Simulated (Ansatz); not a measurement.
# Effect of biaxial strain −1.67 %, plane normal [111], relaxed out of plane on Cu

Consider Cu in the fcc (Cu type) structure (space group Fm-3m, No. 225; a = 3.5768 Å; relaxed with 0.1 eV smearing). Axes: x, y, z lie along the cube axes.

One thing is altered: biaxial strain −1.67 %, plane normal [111], relaxed out of plane (Cartesian); in-plane vectors clamped, the third vector and the atoms free.

Calculations: r2SCAN in Ansatz (plane waves to 500 eV, PAW, no SOC). Γ-centred 32×32×32 mesh, Fermi–Dirac width 0.1 eV.

The space group becomes R-3m (No. 166) (base: Fm-3m (No. 225)) and the shortest interatomic distance shrinks by 0.042 Å (2.529 Å → 2.487 Å). The energy grows by 6.8 meV/atom and the pressure (mean of the normal stresses, compression positive) goes from zero to 3.9 GPa. The band gap remains zero and the out-of-plane strain comes out as +1.18 %. The ratio −ε⊥/ε∥ amounts to 0.71.

Final structure (turned so that z lies along the plane normal):

```xyz
1
Lattice="2.4869 0.0000 0.0000 1.2435 2.1537 0.0000 1.2435 -0.7179 2.0894" Properties=species:S:1:pos:R:3 pbc="T T T"
Cu     0.0000     0.0000     0.0000
```

No phonon test of stability was made. All final runs are without spin polarisation.

Ansatz is a program for electronic structure.
